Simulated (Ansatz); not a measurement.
## A computed series for C: response to strain

Take C in the diamond structure (space group Fd-3m, No. 227; a = 3.5538 Å) as the base. Axes: x, y, z lie along the cube axes.

Strains are applied to the cell and any free atomic positions relax; under biaxial strain the out-of-plane vector relaxes too.

Method: plane-wave PAW DFT at the PBEsol level (Ansatz, a quantum-chemistry and plane-wave program, 420 eV), without spin-orbit coupling.

Notes on the quantities. energy relative to the base: free energy F.

```json
[
 {"biaxial strain, plane normal [001], relaxed out of plane (%)": "-3", "energy relative to the base (meV/atom)": "39.3"},
 {"biaxial strain, plane normal [001], relaxed out of plane (%)": "-2.5", "energy relative to the base (meV/atom)": "27.0"},
 {"biaxial strain, plane normal [001], relaxed out of plane (%)": "-2", "energy relative to the base (meV/atom)": "17.1"},
 {"biaxial strain, plane normal [001], relaxed out of plane (%)": "-1.5", "energy relative to the base (meV/atom)": "?"},
 {"biaxial strain, plane normal [001], relaxed out of plane (%)": "-1", "energy relative to the base (meV/atom)": "4.2"},
 {"biaxial strain, plane normal [001], relaxed out of plane (%)": "0", "energy relative to the base (meV/atom)": "0.0"}
]
```

Fit ΔE = Aε² + Bε³ (ε in %) to the rows shown and predict the withheld row.

Least squares on the printed values gives A = 4.09 and B = -0.091 meV/atom (largest residual 0.0 meV/atom); this predicts 9.5 meV/atom, and the run gives 9.5 meV/atom, in agreement.

Stability against distortions was not tested.
